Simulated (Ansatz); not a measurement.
Take BeTe in the zinc blende structure (space group F-43m, No. 216; a = 5.554 Å) as the base. Axes: x, y, z lie along the cube axes.

The values are results of LDA in Ansatz (plane waves to 420 eV, PAW, no spin-orbit coupling), not measurements.

Base values:

```
Quantity                Value
-------------------  --------
Smallest direct gap   3.59 eV
Band gap              1.79 eV
Volume per atom      21.42 Å³
```

Perturbation: biaxial strain −0.50 %, plane normal [001], relaxed out of plane (Cartesian); in-plane vectors clamped, the third vector and the atoms free.

**Question.** What happens to the smallest direct gap, band gap, volume per atom and in-plane stress?

**Answer.** The smallest direct gap decreases by 0.03 eV to 3.56 eV; the band gap shrinks by 0.05 eV, from 1.79 eV to 1.74 eV; the volume per atom decreases by 0.13 Å³ to 21.29 Å³; the mean in-plane stress (compression positive) comes out as +0.6 GPa.

Spin-orbit coupling, missing from the scalar runs, can matter with Te. Gaps are read on the SCF mesh and a high-symmetry path. Whether these cells are dynamically stable was not tested.

Ansatz is a quantum-chemistry and plane-wave program.
